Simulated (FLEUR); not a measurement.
How far to go with the basis cutoff: NiAl (P4mm, 2 atoms in the cell)

```yaml
crystal:
  lattice:
    - [2.88133, 0.00000, 0.00000]
    - [0.00000, 2.88133, 0.00000]
    - [0.00000, 0.00000, 2.88133]
  atoms:
    - { symbol: Al, position: [0.50000, 0.50000, 0.51735] }
    - { symbol: Ni, position: [0.00000, 0.00000, 0.00000] }
```

Computed with LDA (Perdew-Zunger), all-electron FLAPW (FLEUR), scalar-relativistic valence.

Base settings: Kmax = 4.5 1/bohr; GmaxXC = 22.5 1/bohr; xcFunctional = pz; jspins = 1; l_soc = F; mode = hist; fermiSmearingEnergy = 0.00367493 Htr; mesh (inpgen div1-3) = 4 4 4; inpgen gamma flag = true; Gmax = 22.5 1/bohr.

Moved along: Gmax, GmaxXC.

The mesh stays at the base's, so the ladder's end is converged at best in this setting alone.

Only quantities that move along the ladder and can be compared are tabulated.

Core times come from one kind of shared machine, to one figure; runs under 30 s give none.

The starting cell has typed, rounded lattice constants, without a prior relaxation at this level. Its lattice was rescaled by up to half a per cent. One atom was moved a little off its site on purpose. Spin polarisation is off. Values depend on the basis (sphere radii, cutoffs, local orbitals), which need not be converged.

```tsv
Kmax	free energy less the last step's (meV/atom)	largest difference of a force vector from the last step's (eV/Å)	core time / last (rough)
2.66 1/bohr	1053.34	0.030	–
2.85 1/bohr	637.71	0.007	–
3.02 1/bohr	347.31	0.002	–
3.18 1/bohr	205.80	0.002	–
3.34 1/bohr	108.24	0.002	–
3.49 1/bohr	69.88	0.002	–
3.76 1/bohr	28.62	0.002	–
4.02 1/bohr	10.58	0.001	0.3
4.27 1/bohr	4.33	0.000	0.3
4.5 1/bohr	1.97	0.000	0.3
4.72 1/bohr	0.91	0.000	0.4
4.93 1/bohr	0.45	0.000	0.4
5.23 1/bohr	0.17	0.000	0.6
5.51 1/bohr	0.07	0.000	0.8
5.95 1/bohr	0.00	0.000	1
```

Coarsest Kmax that holds the forces within 0.01 eV/Å of the last step, with all finer ones: 2.85 1/bohr; the step before is off by 0.030 eV/Å.

Coarsest Kmax that holds the free energy within 5 meV/atom of the last step, with all finer ones: 4.27 1/bohr, at about 0.3 of the last step's time; the step before is off by 11 meV/atom.
